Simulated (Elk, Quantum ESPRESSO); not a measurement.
A Quantum ESPRESSO input for a self-consistent single point of LaZnSbO (P4/nmm, 8 atoms in the cell) (DFT, PBEsol, plane waves, GBRV 1.5 ultrasoft (PBESOL) pseudopotentials):

```fortran
&CONTROL
 calculation = 'scf'
 outdir = './tmp/'
 pseudo_dir = './'
 tprnfor = .true.
 tstress = .true.
/
&SYSTEM
 ibrav = 0
 nat = 8
 ntyp = 4
 ecutwfc = 50
 ecutrho = 250
 occupations = 'smearing'
 smearing = 'gauss'
 degauss = 0.0147
/
&ELECTRONS
 conv_thr = 1.0d-10
/
ATOMIC_SPECIES
La   138.9055  la_pbesol_v1.uspp.F.UPF
Zn    65.3800  zn_pbesol_v1.uspp.F.UPF
Sb   121.7600  sb_pbesol_v1.4.uspp.F.UPF
O     15.9990  o_pbesol_v1.2.uspp.F.UPF
ATOMIC_POSITIONS {crystal}
La    0.0000000000    0.5000000000    0.8806900000
La    0.5000000000    0.0000000000    0.1193100000
Zn    0.0000000000    0.0000000000    0.5000000000
Zn    0.5000000000    0.5000000000    0.5000000000
Sb    0.5000000000    0.0000000000    0.6801500000
Sb    0.0000000000    0.5000000000    0.3198500000
O     0.5000000000    0.5000000000    0.0000000000
O     0.0000000000    0.0000000000    0.0000000000
K_POINTS {automatic}
5 5 3  0 0 0
CELL_PARAMETERS {bohr}
   8.0660521883     0.0000000000     0.0000000000
   0.0000000000     8.0660521883     0.0000000000
   0.0000000000     0.0000000000    18.3612668872
```

Write the same calculation as an input for Elk.

One input that does it (others would too):

```
tasks
  0

xctype
  22

rgkmax
  7.0

rmtscf
  0.94

stype
  0

swidth
  0.00734986

scale
  1.889726125

avec
    4.2683710000    0.0000000000    0.0000000000
    0.0000000000    4.2683710000    0.0000000000
    0.0000000000    0.0000000000    9.7163640000

atoms
  4   : nspecies
  'La.in'   : spfname
  2   : natoms; atposl, bfcmt below
  0.0000000000  0.5000000000  0.8806900000    0.0 0.0 0.0
  0.5000000000  0.0000000000  0.1193100000    0.0 0.0 0.0
  'Zn.in'   : spfname
  2   : natoms; atposl, bfcmt below
  0.0000000000  0.0000000000  0.5000000000    0.0 0.0 0.0
  0.5000000000  0.5000000000  0.5000000000    0.0 0.0 0.0
  'Sb.in'   : spfname
  2   : natoms; atposl, bfcmt below
  0.5000000000  0.0000000000  0.6801500000    0.0 0.0 0.0
  0.0000000000  0.5000000000  0.3198500000    0.0 0.0 0.0
  'O.in'   : spfname
  2   : natoms; atposl, bfcmt below
  0.5000000000  0.5000000000  0.0000000000    0.0 0.0 0.0
  0.0000000000  0.0000000000  0.0000000000    0.0 0.0 0.0

ngridk
  5 5 3
```

Basis settings and potentials, where a program has them, do not carry over. This input uses DFT, PBEsol, all-electron FP-LAPW, Elk's shipped species files, default APW+lo basis.

The starting cell comes from a database of computed structures (which also holds hypothetical and non-ambient phases and stackings), without a prior relaxation at this level. Its lattice was rescaled by a random factor within 2.5 % of one.
